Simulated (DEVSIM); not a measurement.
Device: W/SiO2/n-GaAs capacitor, at 300 K.

```
layer (left to right)  material  thickness (nm)  Nd (cm⁻³)
---------------------  --------  --------------  ---------
1                          SiO2            1.20          -
2                          GaAs            9700     2.2e14
```

Metal gate on the left, work function 4.6 eV. Fixed charge at the semiconductor interface -1.8e10 cm⁻² (in units of +e); no interface traps.

Constants are typed, rounded textbook-type inputs, not results; the design itself was drawn at random and stands for no fabricated device. Values at 300 K.

```csv
parameter,SiO2,GaAs
gap (eV),9,1.424
affinity (eV),0.9,4.07
permittivity,3.9,12.9
Nc (cm⁻³),-,4.7e17
Nv (cm⁻³),-,9e18
```

Model (solved in DEVSIM): 1D Poisson equation in equilibrium, Boltzmann statistics, complete ionisation; no quantum confinement or tunnelling. Metal contacts follow the ideal Schottky-Mott rule: no Fermi-level pinning, no interface dipoles.

**Question.** Tabulate band edges, carrier densities and field at -0.3 V on the gate.

**Answer.** Energies count from the Fermi level of the right contact; mesh points crowd at the junctions.

```
x (μm)     Ec (eV)  Ev (eV)  n (cm⁻³)  p (cm⁻³)  field (V/cm)
---------  -------  -------  --------  --------  ------------
0.000        4.000   -5.000     < 1e2     < 1e2        -12000
0.0006407    3.999   -5.001     < 1e2     < 1e2        -12000
0.001414     0.828   -0.596      5700     8.9e8         -6100
0.003037     0.827   -0.597      5900     8.6e8         -6100
0.008611     0.824   -0.600      6700     7.5e8         -6100
0.01873      0.818   -0.606      8500     5.9e8         -6100
0.04220      0.804   -0.620     15000     3.4e8         -6000
0.1206       0.758   -0.666     87000     5.8e7         -5700
0.2629       0.679   -0.745   1800000   2800000         -5300
0.5732       0.530   -0.894     5.9e8      8500         -4300
1.293        0.297   -1.127    4.8e12     < 1e2         -2100
3.697        0.198   -1.226    2.2e14     < 1e2           ≈ 0
6.684        0.198   -1.226    2.2e14     < 1e2           ≈ 0
8.318        0.198   -1.226    2.2e14     < 1e2           ≈ 0
9.218        0.198   -1.226    2.2e14     < 1e2           ≈ 0
9.488        0.198   -1.226    2.2e14     < 1e2           ≈ 0
9.604        0.198   -1.226    2.2e14     < 1e2           ≈ 0
9.657        0.198   -1.226    2.2e14     < 1e2           ≈ 0
9.687        0.198   -1.226    2.2e14     < 1e2           ≈ 0
9.695        0.198   -1.226    2.2e14     < 1e2           ≈ 0
9.699        0.198   -1.226    2.2e14     < 1e2           ≈ 0
9.701        0.198   -1.226    2.2e14     < 1e2           ≈ 0
```
